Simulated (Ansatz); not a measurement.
For MgO (Pm-3n, No. 223, 12 atoms in the cell; start mp-1101930; a measured phase of this formula has another space group), PBEsol (PAW; Ansatz, a quantum-chemistry and plane-wave program) gives:

```
Item                      Result
------------------  ------------
lattice constant a       5.590 Å
cohesive energy     5.12 eV/atom
band gap                 2.84 eV
```

Task: What does r²SCAN (plane waves, PAW; Ansatz) give for the same quantities?

Result: 
- lattice constant a: 5.575 Å (drops by 0.3 %)
- cohesive energy: 5.05 eV/atom (drops by 0.07 eV/atom)
- band gap: 3.40 eV (increases by 0.56 eV)

Changes are worked out from the printed values.

Unless a cell is named, each level is at its own relaxed cell (PBEsol 14.56, r²SCAN 14.44 Å³/atom).

Density-functional gaps are differences of (generalised) Kohn–Sham levels.

Caveats: the relaxation could not lower the start's symmetry, so the cell can be a saddle point above a distorted one (PBEsol, r²SCAN). Ansatz's density-functional and Hartree–Fock values are scalar-relativistic unless marked +SOC, with PAW data made under PBE.

A start named mp-… is a Materials Project structure, which need not be a measured phase.
